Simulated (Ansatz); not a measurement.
MnBr2 (R-3m, No. 166, 3 atoms in the cell; start mp-569843; a measured phase of this formula has another space group) was calculated with PBE0 in Ansatz (PAW).

Numerical settings: plane-wave cutoff 500 eV, 6×6×6 k mesh, gaussian smearing 0.02 eV, spin-polarised start, scalar-relativistic PAW data made under PBE.

Cell (relaxed with r²SCAN):

```
MnBr2
1.0
    1.93472     1.11701     6.53888
   -1.93472     1.11701     6.53888
    0.00000    -2.23402     6.53888
Mn Br
1 2
Direct
  0.00000   0.00000   0.00000
  0.74353   0.74353   0.74353
  0.25647   0.25647   0.25647
```

Q: Predict the band gap.

A: 
- band gap = 4.78 eV (on the SCF k mesh)

Note: the magnetic order was assumed, not searched for or taken from measurement; cell and atoms aren't relaxed at this level (pressure 0.6 GPa); the cell has widely spaced layers and the level no dispersion term, so their spacing and the moduli can rest on weak binding.

Spin–orbit coupling is not included.

The computed numbers hold no vibrational or temperature effects.

The result took about 11 core-minutes (a rough figure).

A start named mp-… is a Materials Project structure, which need not be a measured phase.

Ansatz is a first-principles code.
